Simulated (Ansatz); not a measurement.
# Pressure series in Mg2RuH6

Start from Mg$_{2}$RuH$_{6}$ (space group Fm-3m, No. 225; a = 6.578 Å; a cell from a computed database, its experimental status unchecked).

Cell and atoms are relaxed at each pressure.

Computed with Kohn–Sham DFT with the PBEsol functional, run in Ansatz (a first-principles code) with PAW and 420 eV plane waves, no spin-orbit coupling.

```csv
case,band gap,lattice parameter a
base,2.98 eV,6.578 Å
pressure −2 GPa,2.96 eV,6.636 Å
pressure −1 GPa,2.97 eV,6.606 Å
pressure 0.3 GPa,2.99 eV,6.570 Å
pressure 0.7 GPa,2.99 eV,6.560 Å
pressure 1.5 GPa,3.00 eV,6.539 Å
pressure 3 GPa,3.01 eV,6.502 Å
pressure 5 GPa,3.04 eV,6.458 Å
pressure 7.5 GPa,3.06 eV,6.406 Å
pressure 10 GPa,3.08 eV,6.360 Å
```

Load acts through the strain it causes; cell and atoms are relaxed under it. Stability against distortions was not tested. Competing high-pressure phases were not computed.
